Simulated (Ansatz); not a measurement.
# A computed series for hypothetical rock salt SbN: response to strain

Take SbN in the rock salt structure (space group Fm-3m, No. 225; a = 4.9235 Å; a hypothetical phase, not in the database extracts checked) as the base. Axes: x, y, z lie along the cube axes.

Strains are applied to the cell and any free atomic positions relax; under biaxial strain the out-of-plane vector relaxes too.

Calculations: PBEsol, PAW, 420 eV (Ansatz, a program for electronic structure; no spin-orbit coupling).

Notes on the quantities. energy relative to the base: free energy F; pressure: mean of the normal stresses, compression positive.

```csv
variant,energy relative to the base,volume per atom,pressure,space group
base,0 meV/atom,14.92 Å³,0.0 GPa,Fm-3m (No. 225)
"biaxial strain −0.91 %, plane normal [001], relaxed out of plane",+2.3 meV/atom,14.74 Å³,1.9 GPa,I4/mmm (No. 139)
"biaxial strain +1.07 %, plane normal [110], relaxed out of plane",+2.3 meV/atom,15.07 Å³,-1.5 GPa,Immm (No. 71)
"biaxial strain −1.68 %, plane normal [111], relaxed out of plane",+4.8 meV/atom,14.70 Å³,2.1 GPa,R-3m (No. 166)
isotropic strain −5.20 %,+199 meV/atom,12.71 Å³,33.3 GPa,Fm-3m (No. 225)
isotropic strain −1.11 %,+7.9 meV/atom,14.43 Å³,5.3 GPa,Fm-3m (No. 225)
uniaxial strain ε_xx = +0.91 %,+1.0 meV/atom,15.05 Å³,-1.3 GPa,I4/mmm (No. 139)
uniaxial strain ε_yy = −5.62 %,+47 meV/atom,14.08 Å³,10.5 GPa,I4/mmm (No. 139)
uniaxial strain ε_zz = −2.41 %,+7.8 meV/atom,14.56 Å³,3.9 GPa,I4/mmm (No. 139)
tensor shear ε_xz = +2.46 %,+4.7 meV/atom,14.91 Å³,-0.1 GPa,Immm (No. 71)
```

A biaxial case was relaxed in a doubled cell and then solved in the primitive one. A case with no gap was solved on a k-mesh chosen for an insulator, which is coarse for it. Stability against distortions was not tested. The final runs are not spin-polarised.
